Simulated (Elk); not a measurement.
Band structure of Mo (Im-3m, 1 atom in the cell).

```xyz
1
Lattice="-1.5578 1.5578 1.5578 1.5578 -1.5578 1.5578 1.5578 1.5578 -1.5578" Properties=species:S:1:pos:R:3 pbc="T T T"
Mo     0.0000     0.0000     0.0000
```

Method: Elk with PBE, all-electron FP-LAPW, Elk's shipped species files, APW+lo basis with extra local orbitals.

Settings: xctype = 20; rgkmax = 7.5; stype = 0; swidth = 0.00183747 Ha; ngridk = 10 10 10; gmaxvr = 16 1/bohr; nxlo = 2; lorbcnd = true; rmtscf = 0.92; lmaxi = 2.

The starting cell comes from a database of computed structures (which also holds hypothetical and non-ambient phases and stackings), without a prior relaxation at this level. Its lattice was rescaled by a random factor within 2.5 % of one. Spin polarisation is off. Values depend on the basis (sphere radii, cutoffs, local orbitals), which need not be converged.

Levels in eV from the Fermi level, bands 4 to 10:
```
point       4      5      6      7      8     9    10
-----  ------  -----  -----  -----  -----  ----  ----
Γ      -34.56  -7.48  -1.54  -1.54  -1.54  1.61  1.61
H      -35.63  -5.82  -5.82   4.11   4.11  4.11  9.18
N      -34.58  -5.65  -3.68   1.62   1.65  2.32  4.88
P      -35.35  -2.81  -2.81  -2.81   2.50  2.50  9.81
```

Bands cross the Fermi level along this path, so the cell is metallic at this level.
